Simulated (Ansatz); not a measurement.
Data:

```
MgO
1.0
    0.00000     2.06812     2.06812
    2.06812     0.00000     2.06812
    2.06812     2.06812     0.00000
Mg O
1 1
Direct
  0.00000   0.00000   0.00000
  0.50000   0.50000   0.50000
```

Level of theory: PBEsol, rigid bands (plane waves, PAW, scalar-relativistic; Ansatz, a first-principles code). Condition of this run: hydrostatic pressure 10 GPa (the target of the relaxation). Geometry: cell and atoms relaxed with PBEsol, then loaded as said.

**Question.** Predict the hole conductivity mass (n e² τ/σ) at 300 K, by direction if it differs.

**Answer.** 2.2 mₑ.

**Question.** Predict the electron conductivity mass (n e² τ/σ) at 300 K, by direction if it differs.

**Answer.** 0.37 mₑ.

**Question.** And the band gap?

**Answer.** 5.18 eV at this level; semilocal functionals usually fall short of the measured gap.

Rigid bands, one relaxation time for all states, no polarons. Spin-orbit coupling is left out.
